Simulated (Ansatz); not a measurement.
## SiO2 with two functionals, uniaxial stress, 0.5 GPa compression along x

Take SiO$_{2}$ (space group P3_121, No. 152; a = 5.022 Å, c = 5.510 Å) as the base. Axes: x lies along a and z along c of the hexagonal cell.

(Cell as relaxed with PBE.)

Levels (all Ansatz, a first-principles code, PAW): PBE (420 eV, without spin-orbit coupling); PBEsol (420 eV, scalar-relativistic without spin-orbit coupling).

Each level relaxes its own structure.

| base | PBE | PBEsol |
|---|---|---|
| volume per atom | 13.37 Å³ | 12.83 Å³ |
| lattice parameter a | 5.022 Å | 4.949 Å |
| band gap | 5.68 eV | 5.72 eV |

Perturbation: uniaxial stress, 0.5 GPa compression along x, with the cell and atoms free to relax against it.

| quantity | PBE | PBEsol |
|---|---|---|
| strain response (xx, yy, zz) | (−0.64, +0.06, +0.07) % | ? |
| smallest direct gap | 6.00 eV | ? |
| electron mass | 0.50 mₑ (at Γ) | ? |
| band gap | 5.69 eV | ? |
| shift of the gap caused by the change | +0.01 eV | ? |

Q: Predict the PBEsol column.

A: 
- strain response (xx, yy, zz), PBEsol: (−0.72, +0.12, +0.05) %
- smallest direct gap, PBEsol: 6.02 eV
- electron mass, PBEsol: 0.50 mₑ (at Γ)
- band gap, PBEsol: 5.73 eV
- shift of the gap caused by the change, PBEsol: +0.01 eV

PBE's smallest direct gap lies 0.02 eV below PBEsol's; PBE's band gap lies 0.04 eV below PBEsol's; the two agree on the electron mass and shift of the gap caused by the change. Neither level is exact; PBEsol is the comparison here, not a measurement.

Masses are band curvatures over ±0.01 Å⁻¹ around the edge. Stability under load was not tested beyond the relaxation.
